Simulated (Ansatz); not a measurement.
## TaSi (model structure, started from the NbAs type, I4₁md, No. 109, 4 atoms in the cell)

The numbers are results of PBE in Ansatz (PAW), not measurements.

Run with plane-wave cutoff 500 eV, 16×16×16 k mesh, Fermi–Dirac smearing 0.05 eV, scalar-relativistic PAW data made under PBE.

Cell (relaxed at this level):

```
CELL_PARAMETERS angstrom
     -1.70672     1.70672     5.87477
      1.70672    -1.70672     5.87477
      1.70672     1.70672    -5.87477
ATOMIC_POSITIONS crystal
  Ta 0.75057 0.75057 0.00000
  Ta 0.50057 0.00057 0.50000
  Si 0.16543 0.16543 0.00000
  Si 0.91543 0.41543 0.50000
```

For TaSi (model structure, started from the NbAs type, I4₁md, No. 109, 4 atoms in the cell), the band gap is zero (no gap).

Note: the relaxation could raise the start's symmetry but not lower it, so the cell can be a saddle point.

Spin–orbit coupling is not included.

Computing time: around 5 core-minutes (rough).

A model structure was made by putting elements into a prototype or built by hand; it is no filed structure, need not be a known phase, and can be a saddle point held by its symmetry.

Ansatz is an electronic-structure program.
